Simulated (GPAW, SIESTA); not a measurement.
A GPAW input for a self-consistent single point of Na (Im-3m, 1 atom in the cell) (DFT PBE, plane waves, GPAW PAW datasets PBE (gpaw-data 1.0.1)):

```python
from ase import Atoms
from ase.units import GPa
from gpaw import GPAW

atoms = Atoms(['Na'],
              cell=[[-2.041325, 2.041325, 2.041325],
                    [2.041325, -2.041325, 2.041325],
                    [2.041325, 2.041325, -2.041325]],
              scaled_positions=[[0.000000, 0.000000, 0.000000]],
              pbc=True)

calc = GPAW(mode={'name': 'pw', 'ecut': 800},
            xc='PBE',
            kpts={'size': (8, 8, 8), 'gamma': True},
            occupations={'name': 'fermi-dirac', 'width': 0.1},
            nbands=-5,
            symmetry={'symmorphic': False, 'tolerance': 0.0005},
            maxiter=120)

atoms.calc = calc

energy = atoms.get_potential_energy()
print('Energy (eV):', round(energy, 6))
forces = atoms.get_forces()
print('Forces (eV/Ang):')
print(forces.round(5))
stress = atoms.get_stress()
print('Stress (GPa, Voigt):', (stress / GPa).round(4))
```

Q: Translate this input to SIESTA.

A: One input that does it (others would too):

```
# files in the folder: Na.psml (PseudoDojo PBE standard)
SystemName  Na
SystemLabel na

NumberOfAtoms                1
NumberOfSpecies              1
%block ChemicalSpeciesLabel
  1 11 Na
%endblock ChemicalSpeciesLabel
LatticeConstant              3.535679 Ang
%block LatticeVectors
    -0.577350206    0.577350206    0.577350206
     0.577350206   -0.577350206    0.577350206
     0.577350206    0.577350206   -0.577350206
%endblock LatticeVectors
AtomicCoordinatesFormat      Ang
%block AtomicCoordinatesAndAtomicSpecies
     0.000000000    0.000000000    0.000000000  1
%endblock AtomicCoordinatesAndAtomicSpecies

XC.functional                GGA
XC.authors                   PBE
PAO.BasisSize                DZP
PAO.EnergyShift              0.01 Ry
MeshCutoff                   300 Ry
%block kgrid.MonkhorstPack
    8   0   0  0.0
    0   8   0  0.0
    0   0   8  0.0
%endblock kgrid.MonkhorstPack
OccupationFunction           FD
ElectronicTemperature        100.0 meV

MaxSCFIterations             150
SCF.Mixer.Method             Broyden
SCF.Mixer.Weight             0.1
SCF.Mixer.History            6
SCF.DM.Tolerance             1.0E-04
Diag.ParallelOverK           true
WriteForces                  true
Charge.Mulliken              end
```

Basis, cutoffs, solver keys and any potentials are the target program's own. This input uses DFT, GGA PBE, numerical atomic orbitals DZP, PseudoDojo PBE standard norm-conserving potentials (rewritten from UPF to PSML). Both were run: pressure 0.81 GPa in GPAW and 1.16 in SIESTA.

On SIESTA: the starting cell comes from a database of computed structures (which also holds hypothetical and non-ambient phases and stackings), without a prior relaxation at this level. Its lattice was rescaled by a random factor within 2.5 % of one. For this run, on top of that: lattice scaled by 0.98. Values carry the incompleteness of an atom-centred basis.

On GPAW: the starting cell comes from a database of computed structures (which also holds hypothetical and non-ambient phases and stackings), without a prior relaxation at this level. Its lattice was rescaled by a random factor within 2.5 % of one. For this run, on top of that: lattice scaled by 0.98.
